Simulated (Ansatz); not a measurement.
Consider the following.

End structure of a constructed model of the (111)B surface of zinc-blende GaAs, As-terminated, 2x2 Ga adatom at T4 (bottom of the slab: 3 H on 4 bottom sites):

```xyz
36
Lattice="8.1256 0.0000 0.0000 -4.0628 7.0370 0.0000 0.0000 0.0000 30.5000" Properties=species:S:1:pos:R:3 pbc="T T T"
Ga     1.9748     1.2055     9.7126
Ga     6.1486     1.2067     9.7105
Ga    -0.0022     4.6273     9.7105
Ga     4.0546     4.6961    10.3261
As    -0.0002     2.3458    10.6546
As     4.0610     2.2740    10.6195
As    -1.9702     5.9015    10.6195
As     1.9616     5.9044    10.6109
Ga     0.0000     2.3457    13.1164
Ga     4.0628     2.3457    13.1164
Ga    -2.0314     5.8641    13.1164
Ga     2.0314     5.8641    13.1164
As     0.0000     0.0000    13.9457
As     4.0628     0.0000    13.9457
As    -2.0314     3.5185    13.9457
As     2.0314     3.5185    13.9457
Ga    -0.0797    -0.0477    16.4308
Ga     4.1394    -0.0443    16.4347
Ga    -2.0353     3.5207    16.4728
Ga     2.0328     3.6114    16.4308
As     2.0291     1.1741    16.8974
As     6.0938     1.1811    17.3683
As    -0.0074     4.6875    17.3683
As     4.0682     4.6882    17.3750
Ga     2.0263     1.1758    19.2614
Ga     6.0902     1.0051    19.9323
Ga     0.1433     4.7786    19.9323
Ga     3.9106     4.7792    19.9363
As     0.1075     2.2836    20.5145
As     3.9477     2.2840    20.5102
As    -2.0355     5.9946    20.5102
As     2.0256     5.8675    21.0685
H      2.0151     1.1822     8.1475
H      6.1098     1.2004     8.1451
H     -0.0161     4.6640     8.1451
Ga     2.0292     1.1741    21.8833
```

Slab: 36 atoms, 14.1 Å thick at the start with caps and adatoms; k 3x3x1, smearing 0.025 eV, dipole-corrected; single point; on the structure that PBE left under its start's symmetry; no spin, no spin-orbit, no U. In PBE it is, or lies within 0.01 eV a 1x1 cell of, the lowest of the 3 structures of its composition computed so far; subsurface sites and larger cells were not tried.

Q: What is the computed highest filled level below the top vacuum level (Ansatz (a program for electronic structure) with r2SCAN, at the PBE geometry)?

A: 4.95 eV

Q: What is the computed gap of the slab on its k-mesh (r2SCAN, at the PBE geometry)?

A: 0.32 eV
